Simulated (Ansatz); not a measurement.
Point defect Gd on the Al site in metastable zinc-blende AlN

Level of theory: PBE, PAW (plane waves to 420 eV; Ansatz, a first-principles code). The supercell holds 64 host sites (2×2×2 repeats of the unit cell), with a 2×2×2 shifted k-point sampling for the final energies. Site at the start: the Al site. Charged cells carry a point-charge image correction with potential alignment at far atoms. Dielectric constants: PBE linear response of the host. Host gap at this level: 3.31 eV. These values are not converged in cell size to better than tenths of an eV. PBE underestimates the host's gap, which shifts levels and can delocalise carriers. Spin–orbit coupling is left out, and no Hubbard U is applied to the open shells. Each state is the lowest found from its start.

Formation energies E_f are given with the Fermi level at the valence-band maximum. Chemical conditions: Al-rich (Δμ(Al) = 0.00 eV, Δμ(Gd) = -1.59 eV, bounded by GdAl2 (Fd-3m); only phases computed here count, gases as isolated molecules at 0 K); N-rich (Δμ(Al) = -2.69 eV, Δμ(Gd) = -3.12 eV, bounded by GdN (Fm-3m); only phases computed here count, gases as isolated molecules at 0 K). Reference phases: Al: fcc Al, Gd: hcp Gd, ferromagnetic.

```json
[
 {"charge": "+1†", "moment (μB)": "8.0", "largest move off a lattice site (Å)": "0.37", "image correction with alignment (eV)": "0.68", "E_f, Al-rich (eV)": "–", "E_f, N-rich (eV)": "–"},
 {"charge": "0", "moment (μB)": "7.0", "largest move off a lattice site (Å)": "0.28", "image correction with alignment (eV)": "0.00", "E_f, Al-rich (eV)": "3.60", "E_f, N-rich (eV)": "2.44"},
 {"charge": "−1†", "moment (μB)": "6.0", "largest move off a lattice site (Å)": "0.30", "image correction with alignment (eV)": "-0.27", "E_f, Al-rich (eV)": "–", "E_f, N-rich (eV)": "–"}
]
```

† Not settled in this cell, so no level is given: charge +1: level within 0.1 eV of a band edge or past it; charge −1: carriers not clearly localised, a large or scattered potential alignment, level within 0.1 eV of a band edge or past it.

Starting moments that weren't kept: charge +1 began with 6 μB and ended with 8.0.

Flagged in the runs: a doubtful potential alignment, a strain field that reaches the edge of the cell.
